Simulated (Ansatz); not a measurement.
Here is the system:

```
BeTe
1.0
    0.00000     2.82847     2.82847
    2.97244     0.00000     2.82847
    2.97244     2.82847     0.00000
Te Be
1 1
Direct
  0.75000   0.75000   0.75000
  0.00000   0.00000   0.00000
```

No spin polarisation.

Method: r2SCAN (Ansatz, a first-principles code), spin-orbit coupling left out. Γ-centred 10×10×10 mesh, Fermi–Dirac width 0.05 eV.

Question: Estimate the pressure (mean of the normal stresses, compression positive).

Answer: -2.67 GPa.

Question: What gap character does the calculation give?

Answer: Indirect, Γ → X.

Question: Estimate the band gap.

Answer: 2.29 eV.

Question: Estimate the smallest direct gap.

Answer: 3.90 eV.

With Te present, leaving out spin-orbit coupling can change the band edges. The cells carry an imposed strain or load. No phonon test of stability was made. The cell was made from BeTe in the zinc blende structure (space group F-43m, No. 216) by this change: uniaxial strain ε_xx = +5.09 %.
